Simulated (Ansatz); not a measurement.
Start from TiO2 in the anatase structure (space group I4_1/amd, No. 141).

```xyz
6
Lattice="-1.8849 1.8849 4.7758 1.8849 -1.8849 4.7758 1.8849 1.8849 -4.7758" Properties=species:S:1:pos:R:3 pbc="T T T"
Ti     0.0000     1.8849     2.3879
Ti     0.0000     0.0000     0.0000
O      0.0000     1.8849     0.4057
O      0.0000     0.0000     7.5694
O      0.0000     0.0000     1.9822
O      0.0000     1.8849     4.3702
```

Cartesian axes are those of the cell as printed.

Calculations: DFT with PBEsol, PAW potentials and a 420 eV plane-wave cutoff in Ansatz (a program for electronic structure), no SOC.

Strains are applied to the cell and any free atomic positions relax; under biaxial strain the out-of-plane vector relaxes too.

One change was made to it. Results:

```csv
quantity,base,after
energy relative to the base (free energy F),0 meV/atom,+12 meV/atom
shortest interatomic distance,1.928 Å,1.957 Å
smallest direct gap,2.44 eV,2.32 eV
```

What was done to the base?
(A) biaxial strain +3.00 %, plane normal [001], relaxed out of plane
(B) biaxial strain +1.80 %, plane normal [001], relaxed out of plane
(C) biaxial strain +1.20 %, plane normal [001], relaxed out of plane
(D) biaxial strain +0.60 %, plane normal [001], relaxed out of plane
(E) biaxial strain +2.40 %, plane normal [001], relaxed out of plane

E, biaxial strain +2.40 %, plane normal [001], relaxed out of plane. For comparison, the energy relative to the base in the other runs: biaxial strain +3.00 %, plane normal [001], relaxed out of plane gives +18 meV/atom; biaxial strain +1.80 %, plane normal [001], relaxed out of plane gives +6.6 meV/atom; biaxial strain +0.60 %, plane normal [001], relaxed out of plane gives +0.7 meV/atom; biaxial strain +1.20 %, plane normal [001], relaxed out of plane gives +2.9 meV/atom.

Whether these cells are dynamically stable was not tested. All final runs are without spin polarisation.
